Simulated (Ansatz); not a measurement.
## Hypothetical cubic perovskite CaHfSe3, pressure series

The reference is CaHfSe₃ in the cubic perovskite structure (space group Pm-3m, No. 221; a hypothetical phase, not in the database extracts checked).

```
CaHfSe3
1.0
    5.12321     0.00000     0.00000
    0.00000     5.12321     0.00000
    0.00000     0.00000     5.12321
Ca Hf Se
1 1 3
Direct
  0.00000   0.00000   0.00000
  0.50000   0.50000   0.50000
  0.00000   0.50000   0.50000
  0.50000   0.50000   0.00000
  0.50000   0.00000   0.50000
```

Cell and atoms are relaxed at each pressure.

Levels (all Ansatz, a quantum-chemistry and plane-wave program, PAW): PBEsol (420 eV, spin-orbit coupling left out); HSE06 (420 eV, without spin-orbit coupling).

Band gaps by level, all at the geometries relaxed with PBEsol:

```tsv
case	PBEsol	HSE06
base	0.08 eV	0.74 eV
pressure −2 GPa	0.15 eV	0.81 eV
pressure −1 GPa	0.11 eV	0.77 eV
pressure 1.5 GPa	zero	0.68 eV
```

Single points use the geometry relaxed with PBEsol. HSE06 was sampled on its mesh, a few special points and the semilocal edge points, so its gap is an upper bound. Spin-orbit coupling, missing from the scalar runs, can matter with Hf. Load acts through the strain it causes; cell and atoms are relaxed under it. Stability against distortions was not tested. All final runs are without spin polarisation. Many cubic perovskites are stable only at high temperature; tilts and polar distortions were not tested. Gaps under 0.05 eV, about the width of the smearing, are given as zero. A zero or small gap of CaHfSe3 can be the functional's error rather than a property of the material.
